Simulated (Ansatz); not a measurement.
## MgTe: tensor shear ε_xz = +1.00 %

The parent structure is MgTe in the wurtzite structure (space group P6_3mc, No. 186; a = 4.509 Å, c = 7.338 Å). Axes: x lies along a and z along c of the hexagonal cell.

The change: a pure shear with ε_xz = ε_zx = 0.0100; the atoms relax in the strained cell.

All numbers come from LDA/PAW in Ansatz (a quantum-chemistry and plane-wave program), no spin-orbit coupling. k-mesh 9×9×5 (Γ-centred); smearing 0.05 eV (Fermi–Dirac).

* **Volume per atom**: 32.29 Å³ (base 32.30 Å³)
* **Space group**: Cc (No. 9) (base P6_3mc (No. 186))
* **Shortest interatomic distance**: 5.205 bohr (base 5.209 bohr)
* **Energy relative to the base (free energy F)**: +0.4 meV/atom
* **Pressure (mean of the normal stresses, compression positive)**: 0.00 GPa (base 0.00 GPa)
* **Band gap**: 2.39 eV (an upper bound: an edge found on the path is not a true extremum; the base alone) (base 2.43 eV)
* **Stress (xx, yy, zz, yz, xz, xy; compression positive)**: (-0.01, 0.00, 0.01, 0.00, -0.20, 0.00) GPa

Spin-orbit coupling, missing from the scalar runs, can matter with Te. No phonon test of stability was made.
